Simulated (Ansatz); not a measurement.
Here is the system:

```xyz
2
Lattice="0.0000 2.6354 2.6354 2.6354 0.0000 2.6354 2.6354 2.6354 0.0000" Properties=species:S:1:pos:R:3 pbc="T T T"
K      0.0000     0.0000     0.0000
F      2.6354     2.6354     2.6354
```

No spin polarisation.

Calculations: PBE, PAW, 420 eV (Ansatz, a first-principles code; spin-orbit coupling left out). Settings: 11×11×11 k-points, 0.05 eV Fermi–Dirac smearing.

Q: Predict the band gap, gap character, electron mass and width of the top valence band.

A: 
```json
{
 "band_gap": "6.40 eV",
 "gap_character": "direct at Γ",
 "electron_mass": "0.54 mₑ (at Γ)",
 "width_of_the_top_valence_band": "0.38 eV"
}
```

Load acts through the strain it causes; cell and atoms are relaxed under it. Effective masses come from finite differences of ±0.01 Å⁻¹. No phonon test of stability was made. The cell was made from KF in the rock salt structure (space group Fm-3m, No. 225) by this change: pressure 3 GPa.
